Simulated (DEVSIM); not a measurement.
System: abrupt Ge n-p junction, at 300 K.

Layer 1 from the left is Ge, thickness (μm) 0.560, Nd (cm⁻³) 9.4e16, τn (s) 7e-7, τp (s) 7e-7. Layer 2 from the left is Ge, thickness (μm) 12.0, Na (cm⁻³) 1.1e14, τn (s) 7e-7, τp (s) 7e-7.

Left contact: ohmic. Right contact: ohmic. Voltage is applied to the left contact. Recombination: SRH at mid-gap, Auger. Mobility is μmin + (μ − μmin)/(1 + (N/Nref)^α).

The device is made up for the run: typed textbook-type constants, with dimensions and the other settings drawn at random. Values at 300 K.

Ge: gap (eV) 0.664, affinity (eV) 4, permittivity 16, Nc (cm⁻³) 1.04e19, Nv (cm⁻³) 6e18, μn (cm²/Vs) 3900, μp (cm²/Vs) 1900, μn,min 150, μp,min 100, Nref,n 2.6e17, Nref,p 4e17, αn 0.56, αp 0.6, Cn (cm⁶/s) 1e-31, Cp (cm⁶/s) 1e-31.

DEVSIM, 1D drift-diffusion, Boltzmann statistics, complete ionisation; no tunnelling, impact ionisation, image-force lowering or self-heating.

**Question.** What does the simulation give for the dark forward voltage at 1 A/cm², the dark forward voltage at 100 A/cm², the potential step across the device at zero bias?

**Answer.** dark forward voltage at 1 A/cm² 0.084 V; dark forward voltage at 100 A/cm² 0.297 V; potential step across the device at zero bias 0.261 V.
